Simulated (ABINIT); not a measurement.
**Several settings converged on HfN (I4mm, 2 atoms in the cell)**

```yaml
crystal:
  lattice:
    - [0.00000, 2.24870, 2.24870]
    - [2.24870, 0.00000, 2.24870]
    - [2.24870, 2.24870, 0.00000]
  atoms:
    - { symbol: Hf, position: [0.01112, 0.01112, 0.98888] }
    - { symbol: N, position: [0.50000, 0.50000, 0.50000] }
```

Base method: PBEsol, norm-conserving pseudopotentials (PseudoDojo nc-sr-04 PBEsol standard) (plane waves; ABINIT 10.0.3).

Base settings: pseudos = [Hf.upf, N.upf]; ecut = 84 Ry; occopt = 3; tsmear = 0.00367493 Ha; ngkpt = 5 5 5; nshiftk = 1; shiftk = 0 0 0; potentials = PseudoDojo nc-sr-04 PBEsol standard; nband = 14; kptopt = 1.

The count of work is k-points × plane waves × bands × iterations; it is no time. Core times come from one kind of shared machine, to one figure; runs under 30 s give none.

**The cutoff for other potential files**

Level: DFT, PBEsol, plane waves, norm-conserving pseudopotentials (PseudoDojo nc-fr-04 PBEsol standard).

In this ladder: potentials = PseudoDojo nc-fr-04 PBEsol standard.

The second cell is the first with its lattice scaled by 0.98.

The mesh stays at the base's, so the ladder's end is converged at best in this setting alone.

Only quantities that move along the ladder and can be compared are tabulated.

| ecut | free energy less the last step's (meV/atom) | energy of the compressed cell less the first (meV/atom) | pressure (GPa) | largest difference of a force vector from the last step's (eV/Å) | count of work / last | core time / last (rough) |
|---|---|---|---|---|---|---|
| 38 Ry | 952.12 | 35.42 | -44.64 | 0.041 | 0.091 | – |
| 46 Ry | 310.96 | 45.79 | -19.10 | 0.018 | 0.13 | – |
| 58 Ry | 46.20 | 40.87 | -4.15 | 0.000 | 0.19 | – |
| 72 Ry | 2.72 | 40.01 | -0.23 | 0.000 | 0.28 | – |
| 84 Ry | 0.53 | 39.99 | 0.18 | 0.000 | 0.35 | – |
| 100 Ry | 0.34 | 39.98 | 0.17 | 0.000 | 0.42 | 0.3 |
| 126 Ry | 0.16 | 39.98 | 0.18 | 0.000 | 0.65 | 0.4 |
| 168 Ry | 0.00 | 39.98 | 0.18 | 0.000 | 1.0 | 1 |

Coarsest ecut that holds the free energy within 5 meV/atom of the last step, with all finer ones: 72 Ry, at 0.28 of the last step's count of work; the step before is off by 46 meV/atom.

Coarsest ecut that holds the forces within 0.01 eV/Å of the last step, with all finer ones: 58 Ry, at 0.19 of the last step's count of work; the step before is off by 0.018 eV/Å.

Coarsest ecut that holds the energy of the compressed cell less the first within 0.5 meV/atom of the last step, with all finer ones: 72 Ry, at 0.28 of the last step's count of work; the step before is off by 0.89 meV/atom.

The energy difference between the two cells stays within 1 meV/atom of the last step's from 58 Ry on, the total only from 84 Ry on: much of the error is common to both cells and cancels.

At the lowest cutoff the pressure lies 44.8 GPa under the last step's, the usual sign of Pulay stress in an incomplete plane-wave basis.

**The cutoff for other potential files**

Level: DFT, PBEsol, plane waves, PAW (JTH v2.0 PBE PAW, files made for PBE).

In this ladder: pseudos = [Hf.GGA_PBE-JTH.xml, N.GGA_PBE-JTH.xml]; potentials = JTH v2.0 PBE PAW; pawxcdev = 0; ixc = -116133. Moved along: pawecutdg.

The second cell is the first with its lattice scaled by 0.98.

The mesh stays at the base's, so the ladder's end is converged at best in this setting alone.

Only quantities that move along the ladder and can be compared are tabulated.

| ecut | free energy less the last step's (meV/atom) | energy of the compressed cell less the first (meV/atom) | pressure (GPa) | largest difference of a force vector from the last step's (eV/Å) | count of work / last |
|---|---|---|---|---|---|
| 24 Ry | 1078.52 | 58.01 | -38.24 | 0.031 | 0.065 |
| 28 Ry | 554.63 | 38.69 | -25.42 | 0.013 | 0.100 |
| 36 Ry | 120.67 | 39.44 | -7.82 | 0.004 | 0.11 |
| 44 Ry | 27.45 | 38.94 | -2.02 | 0.001 | 0.15 |
| 52 Ry | 11.42 | 39.27 | -0.20 | 0.000 | 0.21 |
| 62 Ry | 10.02 | 39.09 | -0.27 | 0.000 | 0.29 |
| 78 Ry | 3.89 | 39.04 | -0.33 | 0.001 | 0.60 |
| 104 Ry | 0.00 | 39.07 | -0.11 | 0.000 | 1.0 |

Coarsest ecut that holds the forces within 0.02 eV/Å of the last step, with all finer ones: 28 Ry, at 0.100 of the last step's count of work; the step before is off by 0.031 eV/Å.

Coarsest ecut that holds the energy of the compressed cell less the first within 0.5 meV/atom of the last step, with all finer ones: 28 Ry, at 0.100 of the last step's count of work; the step before is off by 19 meV/atom.

Coarsest ecut that holds the free energy within 5 meV/atom: not settled: the last two steps still differ by 3.9 meV/atom, over half the tolerance, so the ladder does not show it.

At the lowest cutoff the pressure lies 38.1 GPa under the last step's, the usual sign of Pulay stress in an incomplete plane-wave basis.

**The relaxed cell against the cutoff**

On HfN (Fm-3m, 2 atoms in the cell): atoms on their sites.

In this ladder: ionmov = 3; ntime = 40; tolmxf = 0.0002 Ha/bohr; optcell = 2; dilatmx = 1.08; ecutsm = 0.5 Ha.

The mesh stays at the base's, so the ladder's end is converged at best in this setting alone.

Only quantities that move along the ladder and can be compared are tabulated.

| ecut | relaxed volume (Å³/atom) | relaxation steps |
|---|---|---|
| 42 Ry | 11.352 | 3 |
| 50 Ry | 11.398 | 3 |
| 58 Ry | 11.368 | 2 |
| 72 Ry | 11.368 | 2 |
| 84 Ry | 11.367 | 2 |
| 100 Ry | 11.367 | 2 |
| 126 Ry | 11.367 | 2 |
| 168 Ry | 11.367 | 2 |

Coarsest ecut that holds the relaxed volume within 0.011 Å³/atom of the last step, with all finer ones: 58 Ry; the step before is off by 0.032 Å³/atom.

On the base run: the starting cell has typed, rounded lattice constants, without a prior relaxation at this level. Its lattice was rescaled by up to half a per cent. One atom was moved a little off its site on purpose. Without a gap this mesh is coarse (it stands for a supercell whose shortest vector is 16 Å).
